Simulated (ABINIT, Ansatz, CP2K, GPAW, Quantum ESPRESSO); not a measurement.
**One structure in several programs: CaMg2 (P-6m2, 6 atoms in the cell)**

Self-consistent single point.

```xyz
6
Lattice="3.4728 0.0000 0.0000 -1.7364 3.0076 0.0000 0.0000 0.0000 16.6360" Properties=species:S:1:pos:R:3 pbc="T T T"
Ca     0.0000     0.0000     5.4465
Ca     0.0000     0.0000    11.1895
Mg     0.0000     0.0000     0.0000
Mg     1.7364     1.0025     2.5786
Mg     1.7364     1.0025    14.0574
Mg     1.7364     1.0025     8.3180
```

Shared settings, as Ansatz (a first-principles code) writes them: kpoints.mp_grid.grid = 8 8 2; scf.occupations.method = fermi_dirac; scf.occupations.width = 0.1 eV. Potentials and cutoffs stand in the table.

```json
[
 {"code": "ABINIT", "model": "LDA (PW92), norm-conserving pseudopotentials (PseudoDojo nc-sr-04 LDA standard)", "pressure (GPa)": "-1.68", "largest force (eV/Å)": "0.009", "cutoff": "84 Ry"},
 {"code": "Ansatz", "model": "LDA (PW92), PAW files made with PBE", "pressure (GPa)": "-1.70", "largest force (eV/Å)": "0.012", "cutoff": "420 eV"},
 {"code": "GPAW", "model": "LDA (Perdew-Wang 92), GPAW PAW datasets LDA (gpaw-data 1.0.1)", "pressure (GPa)": "-1.60", "largest force (eV/Å)": "0.018", "cutoff": "800 eV"},
 {"code": "Quantum ESPRESSO", "model": "LDA (PZ), GBRV 1.5 ultrasoft (LDA) pseudopotentials", "pressure (GPa)": "-1.70", "largest force (eV/Å)": "0.010", "cutoff": "40 Ry"},
 {"code": "CP2K", "model": "LDA (Pade form), GPW, DZVP-MOLOPT-SR-GTH basis, GTH-PADE potentials (GTH_POTENTIALS)", "pressure (GPa)": "-0.75", "largest force (eV/Å)": "0.154", "cutoff": "grid 1000 Ry"}
]
```

The spread over the programs that give each value: pressure within 0.95 GPa; largest force within 0.145 eV/Å.

CP2K uses small atom-centred bases, whose incompleteness enters pressures, forces and empty levels differently from a plane-wave cutoff. Ansatz's pressure is given at a fixed set of plane waves, as the other plane-wave codes print theirs. The same LDA comes in different parametrisations, which differ slightly. In the force vectors, CP2K (by 0.166) lies more than 0.08 eV/Å from the median of the plane-wave programs.

The starting cell comes from a database of computed structures (which also holds hypothetical and non-ambient phases and stackings), without a prior relaxation at this level. Its lattice was rescaled by a random factor within 2.5 % of one.

Keys are those of Ansatz 0.2.
